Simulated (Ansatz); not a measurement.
Results of PBEsol (Ansatz, a first-principles code, plane waves, PAW) for LiH₂N (I-4, No. 82; cell taken from a computed entry).

Run with plane-wave cutoff 500 eV, 12×12×12 k mesh, gaussian smearing 0.02 eV, scalar-relativistic PAW data made under PBE.

Computed at the level's own relaxed cell.

### Question
Give the computed volume per atom, equilibrium lattice constant a, lattice parameter c and band gap.

### Answer

volume per atom: 7.71 Å³/atom
equilibrium lattice constant a: 4.908 Å
lattice parameter c: 10.240 Å
band gap: 3.26 eV (on the SCF k mesh)

Note: the relaxation could not lower the start's symmetry, so the cell can be a saddle point above a distorted one.

It cost about 22 core-minutes (a rough figure) of CPU time.
